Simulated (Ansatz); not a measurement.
**Migration barriers: Ga vacancy in alpha Ga2O3, charge state -3**

Consider Ga vacancy in alpha Ga2O3, charge state -3. Method: PBE, PAW (plane waves to 420 eV; Ansatz, a program for electronic structure).

120-site cell at the relaxed PBE lattice, the Γ point alone, smearing 0.01 eV, spin-restricted, no finite-size correction. Static, classical nuclei. The host's phase is taken as given; its stability against other phases was not computed. The charge state is imposed; whether it is stable for some Fermi level was not computed. Forms of the defect that were not tried may lie lower.

Barriers: single points on a 2×2×2 k-point mesh shifted by half a step along c at the bands' geometries.

| Route | Start site over the lowest site run (eV) | Hop (Å) | Forward barrier (eV) | Backward barrier (eV) | Neighbours at the start | Neighbours at the saddle | Saddle order | Forward, on the band's own sampling (eV) |
|---|---|---|---|---|---|---|---|---|
| one Ga atom jumps into the vacancy from a nearby Ga site | 0.00 | 2.57 | 1.14 | 1.14 | O at 1.87, O at 1.95, O at 1.99, 2 O at 2.09, O at 2.27 Å | O at 1.74, O at 1.76, O at 1.94 Å | first order | 1.13 |
| one Ga atom jumps into the vacancy from a nearby Ga site | 0.00 | 2.43 | 1.29 | 1.29 | 3 O at 1.95, 3 O at 2.08 Å | 3 O at 1.77 Å | first order | 1.27 |

Paths come from climbing-image nudged elastic band runs.   A further band (one Ga atom jumps into the vacancy from a nearby Ga site, 3.23 Å) gave 1.12 eV forward on its own sampling, 1.12 eV above the lowest site run, but a shoulder points to a second hump between its images, so it is not taken as a result.
